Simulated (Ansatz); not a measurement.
By PBEsol, the system below comes out a metal.

A figure of merit of an interconnect metal is its ballistic conductance per area.

```xyz
1
Lattice="3.2337 0.0000 0.0000 0.0000 3.2337 0.0000 1.6169 -1.6169 1.6169" Properties=species:S:1:pos:R:3 pbc="T T T"
W      0.0000     0.0000     0.0000
```

Space group of this cell: Im-3m, bcc (W type). The cell is strained (all lengths scaled by 1.02); by PBEsol its mean pressure is -20.7 GPa.

The current flows along the normal of the first two printed cell vectors, the (001) plane of the conventional cell. No spin-orbit coupling; the value is a mean over 0.1 eV about the Fermi level.

### Question
Estimate the ballistic conductance per area that PBEsol run with Ansatz (an electronic-structure program) returns for this system.

### Answer
0.87 × 10¹⁵ S/m² for both spins.
